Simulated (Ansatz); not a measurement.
Reference: Pt3In (Pm-3m), PBEsol, DFPT electron-phonon coupling, linearised Boltzmann equation (plane waves, PAW, scalar-relativistic; Ansatz, a quantum-chemistry and plane-wave program); geometry: relaxed with this functional, without spin-orbit coupling.

```cif
data_InPt3
_chemical_formula_sum 'In1 Pt3'
_space_group_name_H-M_alt 'P 1'
_space_group_IT_number 1
_cell_length_a 3.99285
_cell_length_b 3.99285
_cell_length_c 3.99285
_cell_angle_alpha 90.000
_cell_angle_beta 90.000
_cell_angle_gamma 90.000
loop_
_space_group_symop_operation_xyz
  'x, y, z'
loop_
_atom_site_label
_atom_site_type_symbol
_atom_site_fract_x
_atom_site_fract_y
_atom_site_fract_z
_atom_site_occupancy
In1 In 0.00000 0.00000 0.00000 1
Pt1 Pt 0.00000 0.50000 0.50000 1
Pt2 Pt 0.50000 0.00000 0.50000 1
Pt3 Pt 0.50000 0.50000 0.00000 1
```

The resistivity at 300 K is 19.8 μΩ·cm.

Q: Swap Pt for Pd, keeping the structure type. How do these values move?

A: Pd3In (Pm-3m): volume per atom 15.9 to 15.6 Å³; resistivity at 300 K falls (19.8 μΩ·cm to 10.9 μΩ·cm).

Q: Swap Pt for Ag, keeping the structure type. How do these values move?

A: Ag3In (Pm-3m): volume per atom 15.9 to 17.7 Å³; resistivity at 300 K falls (19.8 μΩ·cm to 5.4 μΩ·cm).

Q: Swap In for Li, keeping the structure type. How do these values move?

A: LiPt3 (Pm-3m): volume per atom 15.9 to 14.0 Å³; resistivity at 300 K falls (19.8 μΩ·cm to 7.9 μΩ·cm).

Moves up to 16 % count as about the same. Metals; harmonic phonons alone scatter; means over directions. Halving the electron mesh moves these values by up to 11 %; q meshes are mostly untested. Some of the runs warned that the eigensolver left states short of its tolerance. Spin-orbit coupling is left out.

Formula and space group known from diffraction (Crystallography Open Database), not checked to be the room-temperature form: Ag3In (Pm-3m), Pt3In (Pm-3m). Computed structure with no diffraction record at hand here (it may be known, metastable or hypothetical): LiPt3 (Pm-3m), Pd3In (Pm-3m). The missing spin-orbit coupling matters most for LiPt3 (Pm-3m), Pt3In (Pm-3m).
